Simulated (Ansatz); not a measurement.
Base system: Mg in the hcp (Mg type) structure (space group P6_3/mmc, No. 194; a = 3.195 Å, c = 5.197 Å; relaxed with 0.1 eV smearing). Axes: x lies along a and z along c of the hexagonal cell.

Method: Ansatz (a quantum-chemistry and plane-wave program), PBE, PAW, cutoff 420 eV, scalar-relativistic without spin-orbit coupling.

Strains are applied to the cell and any free atomic positions relax.

One change was made to it. Results:

| quantity | base | after |
|---|---|---|
| energy relative to the base (free energy F) | 0 meV/atom | +0.5 meV/atom |
| band gap | zero | zero |
| shortest interatomic distance | 3.187 Å | 3.195 Å |

Which of these changes matches the shifts?
A) uniaxial strain ε_zz = +1.00 %
B) uniaxial strain ε_zz = −3.00 %
C) uniaxial strain ε_zz = +3.00 %
D) uniaxial strain ε_zz = −2.50 %

A, uniaxial strain ε_zz = +1.00 %. For comparison, the energy relative to the base in the other runs: uniaxial strain ε_zz = −2.50 % gives +3.1 meV/atom; uniaxial strain ε_zz = −3.00 % gives +4.5 meV/atom; uniaxial strain ε_zz = +3.00 % gives +4.1 meV/atom.

No phonon test of stability was made.
